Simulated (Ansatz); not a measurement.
# CdGeAs2: energy against strain

CdGeAs2 (chalcopyrite, I-42d, 24.206 Å³/atom and stress up to 0.01 GPa in the relaxed cell, c along z) under a strain ε along a (axis x), the other axes held. LDA in Ansatz, a plane-wave DFT program (PAW, default set), 420 eV, 8×8×8 Γ-centred mesh, Fermi-Dirac smearing 0.05 eV; ions are relaxed, or left where forces stay under 0.02 eV/Å, within the symmetry of each cell.

Here s stands for strain and y for E less E0.

```csv
strain (%),E less E0 (meV/atom)
-1.50,1.65
-0.75,0.41
0.00,0.00
0.75,0.40
1.50,1.60
3.00,?
```

Taking a parabola for y over the 5 complete rows: Least squares gives y = -0.001 - 0.0147·s + 0.7225·s². Residuals (row less fit): 0.003, -0.006, 0.001, 0.006, -0.003; standard error 0.007 (degrees of freedom: 2). Twice the quadratic coefficient over the volume, 2 × 0.7225 meV × 10⁴ × 0.1602 / 24.206 Å³, is the elastic constant C11 = 95.6 ± 0.4 GPa (± standard error of the fit, which holds the terms cut off).

### Question
Estimate the missing y (s = 3.00); what did the run itself give?

### Answer
y = -0.001 - 0.0147 × 3.00 + 0.7225 × 3.00² = 6.457 meV/atom. The calculation gives 6.32 meV/atom, 0.137 meV/atom below the prediction (2.2 % of the range of y in the table). The row lies outside the fitted rows, so this is an extrapolation. From the scatter of the fitted rows alone, a prediction at this place has a standard error of 0.028 meV/atom, so the miss is 4.9 times that.

A polynomial of degree 3 through the 8 other runs of the series gives 6.32 there, so most of the miss is curvature that the fit leaves out. Rows are the converged runs of the series near zero and its far end; series whose fitted rows scatter by over a few per cent of the range, as at a crossing or softening among them, aren't shown in this form, nor equations of state whose B0' disagrees with the runs' pressures. Most that stay on the fit to the last digits aren't either.
